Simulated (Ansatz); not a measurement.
Amorphous Si30N44Ti3, 77 atoms at 3.07 g/cm³, one PBE-relaxed geometry, zone centre. Methods: PBE, scalar-relativistic without spin-orbit coupling (Ansatz, a first-principles code); r2SCAN, scalar-relativistic without spin-orbit coupling (Ansatz); HSE06, scalar-relativistic without spin-orbit coupling (Ansatz). Plane waves to 420 eV (r2SCAN 500 eV); exact exchange is cut at the cell's faces. At PBE the levels at both edges of the gap are localised (band-tail or defect states), and the nearest spread-out levels lie 2.3 eV apart at the zone centre. The higher rungs were started with moments on some atoms, which died out.

Preparation: random packing, a CHGNet melt and quench, and a DFT relaxation. N atoms were pushed apart under 1.9 Å during the dynamics, to hinder bonds among them. The hot cell started wider than the set density and was brought back towards it in steps. It is the lowest in DFT energy of 2 quenches. It is a model cell: composition and starting density were chosen by hand, and all elements were melted together. No dispersion term was used. Its density started from a set value of 3.05 and ended at 3.07 g/cm³. Cooling (nominally 300 K/ps over its main leg) ran many orders faster than in experiment, which tends to leave more defects and strain. Values belong to this one cell and scatter from quench to quench. Volume and shape were free in the relaxation. On a 2×2×2 Γ-centred mesh force components of up to 0.14 eV/Å stay, since the relaxation ran on the zone centre alone.

The relaxation ran on the zone centre alone. At PBE the gap between localised states is 1.60 eV on a 2×2×2 Γ-centred mesh, and the spacing at the zone centre alone 1.65 eV.

### Question
What zone-centre spacing does r2SCAN give, roughly?

### Answer
1.95 eV (+0.31 eV against PBE).

### Question
What zone-centre spacing does HSE06 give, roughly?

### Answer
3.03 eV (+1.38 eV against PBE).

The highest filled and the lowest empty state spread over these numbers of atoms (participation numbers): PBE: 10.7 and 3.7; r2SCAN: 10.2 and 3.6; HSE06: 9.9 and 4.1.
